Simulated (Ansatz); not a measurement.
Density of states of monolayer SnS₂ above the conduction band minimum, HSE06, rigid bands (Ansatz, a quantum-chemistry and plane-wave program); cell area 11.86 Å².

(energy from edge (eV), 10⁻³ states/eV/cell): (0.006, 632); (0.031, 646); (0.056, 626); (0.081, 659); (0.106, 660); (0.131, 656); (0.156, 654); (0.181, 676); (0.206, 696); (0.231, 713); (0.256, 716); (0.281, 711); (0.319, 726); (0.344, 764); (0.369, 745); (0.394, 741); (0.419, 768); (0.444, 780); (0.469, 810); (0.494, 797); (0.519, 815); (0.544, 852); (0.569, 860); (0.594, 845)

Problem. What effective density of states at 300 K does this give (∫ g(E) exp(−E/k_BT) dE, both spins, divided by the cell's size)?

Solution. 1.4e13 cm⁻².

Spin-orbit coupling is left out. Geometry: cell and atoms relaxed with PBE.
